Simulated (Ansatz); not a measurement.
Habitual settings against a tight run: CO₂ (P4_2/mnm, 6 atoms in the cell)

Self-consistent single point.

```yaml
crystal:
  lattice:
    - [4.14224, 0.00000, 0.00000]
    - [0.00000, 4.14224, 0.00000]
    - [0.00000, 0.00000, 4.59355]
  atoms:
    - { symbol: C, position: [0.50000, 0.50000, 0.50000] }
    - { symbol: C, position: [0.00000, 0.00000, 0.00000] }
    - { symbol: O, position: [0.30483, 0.69517, 0.50000] }
    - { symbol: O, position: [0.69517, 0.30483, 0.50000] }
    - { symbol: O, position: [0.80483, 0.80483, 0.00000] }
    - { symbol: O, position: [0.19517, 0.19517, 0.00000] }
```

Method of the run: LDA (PW92), PAW files made with PBE (plane waves; Ansatz, a first-principles code).

Base settings: basis.ecutwfc = 420 eV; kpoints.mp_grid.grid = 7 7 6; kpoints.mp_grid.shift = 0.5 0.5 0.5; hamiltonian.xc = lda; hamiltonian.pseudopotentials = {kind: paw} (the program's default PAW files); scf.occupations.method = fixed.

Tight run (finer mesh or higher cutoff; not a proven limit): basis.ecutwfc: 420 eV → 590 eV; kpoints.mp_grid.grid: 7 7 6 → 10 10 9; scf.convergence.dr2_threshold: default (1e-07 eV) → 1e-09 eV. It gave top of the valence band (on the code's own zero) -1.41 eV; gap on the k-point mesh 6.66 eV; pressure 5.21 GPa; largest force (vector length) 1.957 eV/Å.

Quick runs, as changes from the base:
- A: the base itself
- B: basis.ecutwfc: 420 eV → 295 eV; kpoints.mp_grid.grid: 7 7 6 → 4 4 4; scf.occupations.method: fixed → gaussian; scf.occupations.width: default → 0.2 eV
- C: basis.ecutwfc: 420 eV → 250 eV; kpoints.mp_grid.grid: 7 7 6 → 1 1 1
- D: basis.ecutwfc: 420 eV → 250 eV; kpoints.mp_grid.grid: 7 7 6 → 3 3 3; hamiltonian.xc: lda → pbesol [PBEsol]
- E: basis.ecutwfc: 420 eV → 295 eV; kpoints.mp_grid.grid: 7 7 6 → 8 8 8; scf.convergence.dr2_threshold: default (1e-07 eV) → 0.0001 eV
- F: basis.ecutwfc: 420 eV → 335 eV; kpoints.mp_grid.grid: 7 7 6 → 6 6 6; scf.occupations.method: fixed → gaussian; scf.occupations.width: default → 0.272 eV
- G: kpoints.mp_grid.grid: 7 7 6 → 2 2 2; hamiltonian.xc: lda → b3lyp [B3LYP]
- H: kpoints.mp_grid.grid: 7 7 6 → 4 4 4; hamiltonian.xc: lda → hse06 [HSE06]

Dashes: energy of D, G, H, another energy zero; count of G, H, another kind of functional, whose work the count does not hold.

Gaps are read on each run's own mesh, which may miss the band edges.

† marks runs with another functional, U, potentials or spin treatment: their distance from the tight run is not a convergence error alone.

The count of work is k-points × plane waves × bands × iterations; it is no time. 

Pressures in the table are Ansatz's without its Pulay estimate, at a fixed set of plane waves; the tight run's value above holds the estimate.

The starting cell comes from a database of computed structures (which also holds hypothetical and non-ambient phases and stackings), without a prior relaxation at this level. Its lattice was rescaled by a random factor within 2.5 % of one. In the base run, with a pressure of about 5 GPa the cell is away from its equilibrium volume at this level. In the base run, forces exceed 1 eV/Å. The shifted mesh does not hold Γ, so a gap read on it misses any band edge there.

| run | energy less tight (meV/atom) | pressure less tight (GPa) | largest miss in a force vector (eV/Å) | gap on the mesh less tight (eV) | count of work / tight |
|---|---|---|---|---|---|
| A | 5.7 | -0.63 | 0.012 | 0.075 | 0.21 |
| B | 364.3 | -25.89 | 0.116 | 0.452 | 0.026 |
| C | 1324.2 | -65.05 | 0.987 | 1.213 | 0.0033 |
| D† | – | -62.70 | 0.296 | 0.855 | 0.020 |
| E | 367.9 | -26.06 | 0.111 | 0.005 | 0.13 |
| F | 106.9 | -9.38 | 0.014 | 0.159 | 0.091 |
| G† | – | 1.18 | 0.620 | 3.948 | – |
| H† | – | 0.71 | 0.713 | 2.572 | – |

Among the runs at the tight run's level, the energy misses run from 5.7 to 1324.2 meV/atom.

Keys are those of Ansatz 0.2.
